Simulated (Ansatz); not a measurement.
Take GaN in the zinc blende structure (space group F-43m, No. 216; a = 4.549 Å) as the base.

Method: plane-wave PAW DFT at the PBE level (Ansatz, an electronic-structure program, 420 eV), spin-orbit coupling left out.

Base values:

The electron mass comes out as 0.14 mₑ (at Γ), the band gap is 1.54 eV and the width of the top valence band is 3.50 eV.

Modification: a hydrostatic pressure of 30 GPa.

Question: How does this affect the electron mass?

Answer: The electron mass goes from 0.14 mₑ (at Γ) to 0.20 mₑ (at Γ).

Question: Estimate the effect on the band gap.

Answer: The band gap increases by 0.84 eV to 2.38 eV.

Question: What does the calculation give for the width of the top valence band after the change?

Answer: The width of the top valence band grows by 0.66 eV (3.50 eV → 4.16 eV).

Load acts through the strain it causes; cell and atoms are relaxed under it. Masses are band curvatures over ±0.01 Å⁻¹ around the edge. Stability against distortions was not tested. Tetrahedral semiconductors of this kind turn to denser phases somewhere between about 1 and 50 GPa; those were not computed, so compressed cells here can lie past the real transition. This is not the structure that GaN has at room temperature and ambient pressure.
